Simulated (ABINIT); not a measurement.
**Pressure against volume in bcc W (space group 229) (ABINIT, PBEsol)**

```
CELL_PARAMETERS angstrom
     -1.53412     1.53412     1.53412
      1.53412    -1.53412     1.53412
      1.53412     1.53412    -1.53412
ATOMIC_POSITIONS crystal
  W  0.00000 0.00000 0.00000
```

Method of the run: PBEsol, norm-conserving pseudopotentials (PseudoDojo nc-sr-04 PBEsol standard) (plane waves; ABINIT 10.0.3). Settings: pseudos = [W.upf]; ecut = 96 Ry; ixc = -116133; occopt = 3; tsmear = 0.00183747 Ha; ngkpt = 26 26 26; nshiftk = 1; shiftk = 0 0 0; potentials = PseudoDojo nc-sr-04 PBEsol standard; nband = 12; kptopt = 1; nstep = 60; toldfe = 1e-09 Ha. The cell above is the first row's. The rows scale it uniformly. In all rows the k mesh is held.

| V (Å^3/atom) | P (GPa) |
|---|---|
| 14.442 | 32.08 |
| 14.756 | 22.74 |
| 15.070 | 14.33 |
| 15.384 | 6.78 |
| 15.698 | -0.02 |
| 16.012 | -6.14 |
| 16.326 | -11.65 |
| 16.640 | -16.63 |
| 16.954 | ? |

Taking a cubic for P over the 8 complete rows: With u = V - 15.5, the rows have u = -1.0580, -0.7440, -0.4300, -0.1160, 0.1980, 0.5120, 0.8260, 1.1400. Least squares gives P = 4.177 - 21.9396·u + 3.7283·u² - 0.4348·u³. Residuals (row less fit): 0.003, -0.003, -0.005, 0.007, 0.004, -0.003, -0.004, 0.003; standard error 0.006 (degrees of freedom: 4). The fitted pressure is zero at V0 = 15.70, where dP/dV = -20.52, so B0 = -V0·dP/dV = 322 GPa.

Problem. Estimate the missing P (V = 16.954); what did the run itself give?

Solution. u = 1.4540, so P = 4.177 - 21.9396 × 1.4540 + 3.7283 × 1.4540² - 0.4348 × 1.4540³ = -21.178 GPa. The calculation gives -21.12 GPa, 0.058 GPa above the prediction (0.1 % of the range of P in the table). The row lies outside the fitted rows, so this is an extrapolation. From the scatter of the fitted rows alone, a prediction at this place has a standard error of 0.016 GPa, so the miss is 3.7 times that.

Carrying the step between the two nearest rows on in a straight line would have given -21.61, off by 0.49; series whose last step already gives the withheld value aren't shown. The scan was laid around a cell of about the measured size, scaled by a guess for this functional. Spin polarisation is off. Spin-orbit coupling is off. Cutoffs and mesh are single choices, not tested for convergence of this quantity. Series with a scatter that would blur these digits, or in which a gap closes, are not shown.

Terms beyond the fitted order, or numerical noise in single rows, can give a miss of this size; the table doesn't tell which.
